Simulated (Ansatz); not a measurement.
Adsorption energy and surface dipole of Cl on the 1x1 (101) surface of anatase TiO2 (cut with top plane O), one in a 2x1 cell, started at the site 'top O', worked from the runs' numbers; total energies count from the potentials' own zero.

Host crystal: anatase TiO2, with a band gap (PBE, scalar-relativistic without spin-orbit coupling).

These are r2SCAN, at the PBE geometry (plane waves to 500 eV, PAW; Ansatz, a program for electronic structure) values and carry that method's errors.

Slab: 37 atoms, 9.4 Å thick at the start under the adsorbate (thin: gaps and levels are the slab's own); k 3x4x1, smearing 0.01 eV, dipole-corrected; single point; no symmetry held, on the structure that PBE left; spin-polarised, ending with about 1.0 μB a cell; orders that need a larger cell were not tried, no spin-orbit, no U, no dispersion correction. The program's check for a lower electronic state was not made. At the end it is bonded to Ti. In PBE it is, or lies within 0.03 eV of, the lowest of the starts that converged; the order may differ at this level.

```tsv
quantity	value
slab with the adsorbate	-44835.351 eV
clean slab, same cell and mesh	-43752.576 eV
reference, ½ Cl2(g)	-1083.517 eV
area of the cell	39.58 Å²
change of the step from the bottom to the top vacuum level	0.337 eV
```

### Question
What is the adsorption energy against this reference?

### Answer
E(slab + adsorbate) − E(slab) − E(reference) = 0.74 eV, so in this state the adsorbate is less stable than in the reference, at a coverage of 2.53 a nm².

### Question
What dipole does adsorption add to the slab along the outward normal (Helmholtz relation, ε₀ = 0.005526 e/(V·Å))?

### Answer
p = −ε₀·A·ΔV = -0.074 e·Å = -0.35 D; its negative end points to the vacuum, which raises the vacuum level.
